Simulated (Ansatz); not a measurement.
The starting structures come from a database of crystals and need not be the phases stable at ambient conditions.

The decay constant κ of evanescent states in the gap governs leakage through a thin film.

Consider the following.

```
BiIS
1.0
    4.15634     0.00000     0.00000
    0.00000    10.19572     0.00000
    0.00000     0.00000     8.45480
Bi S I
4 4 4
Direct
  0.75000   0.12271   0.86206
  0.25000   0.87729   0.13794
  0.25000   0.62271   0.63794
  0.75000   0.37729   0.36206
  0.25000   0.94744   0.83922
  0.75000   0.05256   0.16078
  0.75000   0.44744   0.66078
  0.25000   0.55256   0.33922
  0.75000   0.66843   0.99250
  0.25000   0.33157   0.00750
  0.25000   0.16843   0.50750
  0.75000   0.83157   0.49250
```

Space group of this cell: Pnma. The cell was relaxed by PBE-D3(BJ); by PBEsol its mean pressure is -0.6 GPa.

Transport runs along the normal of the first two printed cell vectors.

No gap correction and no spin-orbit coupling; mid-gap values are interpolated between computed energies.

**Question.** Estimate the band gap and the smallest decay constant κ at mid-gap that Ansatz (a program for electronic structure) with PBEsol returns for this system.

**Answer.** Gap 1.65 eV on a 8×4×4 mesh; κ = 0.178 1/Å, at (0.250, 0.000) of the in-plane reciprocal vectors. At the zone centre, at the nearest computed energy, the slowest state has κ = 0.22 1/Å.
